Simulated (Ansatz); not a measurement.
Start from SrSnSe₃ in the cubic perovskite structure (space group Pm-3m, No. 221; a = 5.240 Å; a hypothetical phase, not in the database extracts checked). Axes: x, y, z lie along the cube axes.

Modification: uniaxial stress, 2 GPa compression along z; all other stress components relax to zero.

Levels (all Ansatz, a first-principles code, PAW): PBEsol (420 eV, no spin-orbit coupling); r2SCAN (500 eV, no spin-orbit coupling).

The geometry is relaxed with PBEsol.

- PBEsol pressure: 0.7 GPa

With r2SCAN at the same geometry, the pressure goes up by 0.98 GPa (0.7 GPa → 1.6 GPa).

Single points use the geometry relaxed with PBEsol. Their cutoffs differ, which shifts pressures a little. Load acts through the strain it causes; cell and atoms are relaxed under it. Beyond what the load breaks, stability against distortions was not tested. The final runs are not spin-polarised. Many cubic perovskites are stable only at high temperature; tilts and polar distortions were not tested.
